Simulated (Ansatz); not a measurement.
Cell of CaF2-ML on CaF2-ML (facing atoms over hollows or bridges; CaF2-ML a predicted or substrate-bound sheet, here free), with its geometry taken from a PBE+D3(BJ) run:

```xyz
6
Lattice="3.5918 0.0000 0.0000 -1.7959 3.1106 0.0000 0.0000 0.0000 24.9000" Properties=species:S:1:pos:R:3 pbc="T T T"
F      1.7959     1.0369     9.7540
Ca     0.0000     0.0000    10.7132
F      0.0000     2.0737    11.6338
F      0.0000     0.0000    13.2662
Ca     0.0000     2.0737    14.1868
F      1.7959     1.0369    15.1460
```

Method: HSE06 (plane waves to 420 eV, PAW; Ansatz, an electronic-structure program). No spin–orbit coupling. Its k-point mesh 9×9×1, Fermi–Dirac width 0.01 eV. HSE06 ran on meshes of its own (9×9×1); its edges and gaps are taken over the mesh and over extra points off it, mostly where PBE has its edges. A dipole correction is on.

Problem. Give the plane-averaged electrostatic potential energy of an electron along the normal (the smooth PAW potential), about its mean over the cell, from 5 Å under the lowest atom to 5 Å over the highest.

Solution. 
```
z (Å) | V (eV)
    4.842 | ############################## 2.55
    4.980 | ############################## 2.55
    5.118 | ############################## 2.55
    5.257 | ############################## 2.55
    5.395 | ############################## 2.55
    5.533 | ############################## 2.55
    5.672 | ############################## 2.55
    5.810 | ############################## 2.55
    5.948 | ############################## 2.55
    6.087 | ############################## 2.55
    6.225 | ############################## 2.55
    6.363 | ############################## 2.55
    6.502 | ############################## 2.55
    6.640 | ############################## 2.55
    6.778 | ############################## 2.55
    6.917 | ############################## 2.55
    7.055 | ############################## 2.55
    7.193 | ############################## 2.55
    7.332 | ############################## 2.55
    7.470 | ############################## 2.55
    7.608 | ############################## 2.55
    7.747 | ############################## 2.54
    7.885 | ############################## 2.54
    8.023 | ############################## 2.53
    8.162 | ############################## 2.51
    8.300 | ############################## 2.48
    8.438 | ############################## 2.44
    8.577 | ############################## 2.35
    8.715 | ############################# 2.22
    8.853 | ############################# 1.98
    8.992 | ############################ 1.66
    9.130 | ########################## 0.66
    9.268 | ####################### -1.10
    9.407 | ################### -2.97
    9.545 | ############### -4.68
    9.683 | ############ -6.06
    9.822 | ########## -7.21
    9.960 | ######## -8.23
   10.098 | ###### -9.10
   10.237 | ##### -9.87
   10.375 | ### -10.51
   10.513 | ## -11.35
   10.652 |  -12.12
   10.790 |  -12.08
   10.928 | # -11.42
   11.067 | ### -10.87
   11.205 | #### -10.29
   11.343 | ##### -9.44
   11.482 | ######## -8.43
   11.620 | ########## -7.24
   11.758 | ############# -5.95
   11.897 | ################ -4.39
   12.035 | ################### -2.61
   12.173 | ####################### -0.78
   12.312 | ########################## 0.59
   12.450 | ########################### 0.98
   12.588 | ########################## 0.59
   12.727 | ####################### -0.78
   12.865 | ################### -2.61
   13.003 | ################ -4.39
   13.142 | ############# -5.95
   13.280 | ########## -7.24
   13.418 | ######## -8.43
   13.557 | ##### -9.44
   13.695 | #### -10.29
   13.833 | ### -10.87
   13.972 | # -11.42
   14.110 |  -12.08
   14.248 |  -12.12
   14.387 | ## -11.35
   14.525 | ### -10.51
   14.663 | ##### -9.87
   14.802 | ###### -9.10
   14.940 | ######## -8.23
   15.078 | ########## -7.21
   15.217 | ############ -6.06
   15.355 | ############### -4.68
   15.493 | ################### -2.97
   15.632 | ####################### -1.10
   15.770 | ########################## 0.66
   15.908 | ############################ 1.66
   16.047 | ############################# 1.98
   16.185 | ############################# 2.22
   16.323 | ############################## 2.35
   16.462 | ############################## 2.44
   16.600 | ############################## 2.48
   16.738 | ############################## 2.51
   16.877 | ############################## 2.53
   17.015 | ############################## 2.54
   17.153 | ############################## 2.54
   17.292 | ############################## 2.55
   17.430 | ############################## 2.55
   17.568 | ############################## 2.55
   17.707 | ############################## 2.55
   17.845 | ############################## 2.55
   17.983 | ############################## 2.55
   18.122 | ############################## 2.55
   18.260 | ############################## 2.55
   18.398 | ############################## 2.55
   18.537 | ############################## 2.55
   18.675 | ############################## 2.55
   18.813 | ############################## 2.55
   18.952 | ############################## 2.55
   19.090 | ############################## 2.55
   19.228 | ############################## 2.55
   19.367 | ############################## 2.55
   19.505 | ############################## 2.55
   19.643 | ############################## 2.55
   19.782 | ############################## 2.55
   19.920 | ############################## 2.55
   20.058 | ############################## 2.55
```
